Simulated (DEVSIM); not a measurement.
Device: Co/AlN/SiO2/n-Si capacitor, at 300 K.

Layer 1 from the left is AlN, thickness (nm) 20.0. Layer 2 from the left is SiO2, thickness (nm) 1.40. Layer 3 from the left is Si, thickness (nm) 3100, Nd (cm⁻³) 3.5e16.

Metal gate on the left, work function 5 eV. Fixed charge at the semiconductor interface 0 cm⁻² (in units of +e); no interface traps.

The device is made up for the run: typed textbook-type constants, with dimensions and the other settings drawn at random. Values at 300 K.

AlN: gap (eV) 6.1, affinity (eV) 1.9, permittivity 8.5. SiO2: gap (eV) 9, affinity (eV) 0.9, permittivity 3.9. Si: gap (eV) 1.124, affinity (eV) 4.05, permittivity 11.7, Nc (cm⁻³) 2.86e19, Nv (cm⁻³) 3.1e19.

Model (solved in DEVSIM): 1D Poisson equation in equilibrium, Boltzmann statistics, complete ionisation; no quantum confinement or tunnelling. Metal contacts follow the ideal Schottky-Mott rule: no Fermi-level pinning, no interface dipoles.

**Question.** What does the simulation give for the threshold voltage (band bending 2φF), the flat-band voltage?

**Answer.** threshold voltage (band bending 2φF) -0.29 V; flat-band voltage 0.78 V.
